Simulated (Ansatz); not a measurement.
Base system: a 9-atom supercell of WSi2 (space group I4/mmm, No. 139) at its relaxed geometry.

```
WSi2
1.0
   -1.60615     1.60615     3.90288
    1.60615    -1.60615     3.90288
    6.42458     3.21229     0.00000
W Si
3 6
Direct
  0.00000   0.00000   0.00000
  0.66667   0.33333   0.33333
  0.33333   0.66667   0.66667
  0.33486   0.33486   0.00000
  0.00153   0.66820   0.33333
  0.66820   0.00153   0.66667
  0.66514   0.66514   0.00000
  0.33180   0.99847   0.33333
  0.99847   0.33180   0.66667
```

The values are results of r2SCAN (Ansatz, a first-principles code; PAW; 500 eV plane waves; no spin-orbit coupling), earlier PAW set, not measurements.

Before the change:

- Pressure = 0.0 GPa

Now apply this change: a neutral Sn on a W site, atoms relaxed at fixed cell, starting from a slightly rattled geometry.

Tabulated Pauling electronegativity and covalent radius: W 2.36, 1.62 Å; Sn 1.96, 1.39 Å.

Q: Estimate the effect on the pressure.

A: The pressure goes from zero to 20.7 GPa.

Q: How does this affect the shift of the substituted atom off its lattice site?

A: The shift of the substituted atom off its lattice site amounts to 0.55 Å.

Q: Predict the new largest displacement of a host atom from its site in the perfect cell.

A: The largest displacement of a host atom from its site in the perfect cell is 0.51 Å.

The cell is small, so the values are those of an ordered compound at a high defect concentration; dilute-limit values will differ. The final runs are not spin-polarised. The defect cell is not spin-polarised.
